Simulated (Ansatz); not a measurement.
Consider PbZrO₃ in the cubic perovskite structure (space group Pm-3m, No. 221; a = 4.141 Å; a cell from a computed database, its experimental status unchecked).

Levels (all Ansatz, an electronic-structure program, PAW, earlier PAW set): PBEsol (420 eV, without spin-orbit coupling); r2SCAN (500 eV, no SOC); HSE06 (420 eV, without spin-orbit coupling); PBEsol+SOC (420 eV, noncollinear with spin-orbit coupling).

One geometry, relaxed with PBEsol, under each level:

```json
[
 {"level": "PBEsol", "band gap": "2.34 eV", "lowest conduction level above the VBM at special points": "X 2.34 eV; Γ 3.70 eV; M 4.32 eV; R 5.69 eV", "electron mass": "0.19 mₑ along k, 0.33 mₑ across (at X)", "hole mass": "–", "pressure": "0.00 GPa"},
 {"level": "r2SCAN", "band gap": "2.90 eV", "lowest conduction level above the VBM at special points": "X 2.90 eV; Γ 4.30 eV; M 4.90 eV; R 6.24 eV", "electron mass": "–", "hole mass": "–", "pressure": "2.30 GPa"},
 {"level": "HSE06", "band gap": "3.49 eV", "lowest conduction level above the VBM at special points": "X 3.49 eV; Γ 5.10 eV; M 5.57 eV", "electron mass": "–", "hole mass": "–", "pressure": "–"},
 {"level": "PBEsol+SOC", "band gap": "2.02 eV", "lowest conduction level above the VBM at special points": "X 2.02 eV; Γ 3.68 eV; M 3.17 eV; R 4.36 eV", "electron mass": "0.19 mₑ along k, 0.36 mₑ across (at X)", "hole mass": "0.23 mₑ along k, 0.77 mₑ across (at X)", "pressure": "-0.01 GPa"}
]
```

Single points use the geometry relaxed with PBEsol. Their cutoffs differ, which shifts pressures a little. HSE06 gaps are upper bounds (no full band path). Differences between runs with and without spin-orbit coupling are approximate. With Pb present, leaving out spin-orbit coupling can change the band edges. Effective masses come from finite differences of ±0.01 Å⁻¹. Along k means along the line from Γ to the band edge. No phonon test of stability was made. Many cubic perovskites are stable only at high temperature; tilts and polar distortions were not tested.
